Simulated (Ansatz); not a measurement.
# Hypothetical diamond Sb: pressure series

Base system: Sb in the diamond structure (space group Fd-3m, No. 227; a = 6.9863 Å; a hypothetical phase, not in the database extracts checked).

Cell and atoms are relaxed at each pressure.

Computed with DFT with PBE, PAW potentials and a 420 eV plane-wave cutoff in Ansatz (a first-principles code), scalar-relativistic without spin-orbit coupling.

Notes on the quantities. enthalpy: H = E + PV relative to the base's energy.

| case | enthalpy | shortest interatomic distance |
|---|---|---|
| base | – | 3.025 Å |
| pressure −2 GPa | -0.55 eV/atom | ? |
| pressure −1 GPa | -0.27 eV/atom | 3.060 Å |
| pressure 0.3 GPa | +0.08 eV/atom | 3.016 Å |
| pressure 0.7 GPa | +0.18 eV/atom | 3.004 Å |
| pressure 1.5 GPa | +0.39 eV/atom | 2.981 Å |
| pressure 3 GPa | +0.76 eV/atom | ? |
| pressure 5 GPa | +1.24 eV/atom | 2.900 Å |
| pressure 7.5 GPa | +1.82 eV/atom | 2.856 Å |
| pressure 10 GPa | +2.36 eV/atom | ? |

Task: Complete the table.

Result: 
- pressure −2 GPa, shortest interatomic distance: 3.101 Å
- pressure 3 GPa, shortest interatomic distance: 2.943 Å
- pressure 10 GPa, shortest interatomic distance: 2.820 Å

Load acts through the strain it causes; cell and atoms are relaxed under it. Stability against distortions was not tested. No other phases were tried under pressure.
